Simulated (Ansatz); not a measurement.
The parent structure is TiO$_{2}$ in the anatase structure (space group I4_1/amd, No. 141; a = 3.739 Å, c = 9.455 Å). Axes: x, y, z lie along a, b, c of the conventional cell.

All numbers come from Ansatz (a quantum-chemistry and plane-wave program) LDA, no spin-orbit coupling.

Now apply this change: uniaxial strain ε_xx = −2.40 %, all other strain components held at zero, atoms relaxed at fixed cell.

Task: How does this affect the largest internal atomic displacement and stress?

Result: The largest internal atomic displacement amounts to 0.025 Å; the stress (xx, yy, zz, yz, xz, xy; compression positive) is (10.24, 4.21, 4.32, 0.00, 0.00, 0.00) GPa.

No phonon test of stability was made. All final runs are without spin polarisation.
